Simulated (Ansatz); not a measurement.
The reference is Au in the fcc (Cu type) structure (space group Fm-3m, No. 225; relaxed with 0.1 eV smearing).

```
Au
1.0
    0.00000     2.04143     2.04143
    2.04143     0.00000     2.04143
    2.04143     2.04143     0.00000
Au
1
Cartesian
  0.00000   0.00000   0.00000
```

Cartesian axes are those of the cell as printed.

Computed with PBEsol (Ansatz, a first-principles code, PAW, no SOC), earlier PAW set.

For the base:

| Item | Result |
|---|---|
| Shortest interatomic distance | 2.887 Å |

It is then changed as follows: uniaxial stress, 8 GPa tension along z; all other stress components relax to zero.

Task: How does this affect the energy relative to the base and shortest interatomic distance?

Result: The energy grows by 43 meV/atom; the shortest interatomic distance drops by 0.122 Å to 2.765 Å.

Load acts through the strain it causes; cell and atoms are relaxed under it. Beyond what the load breaks, stability against distortions was not tested.
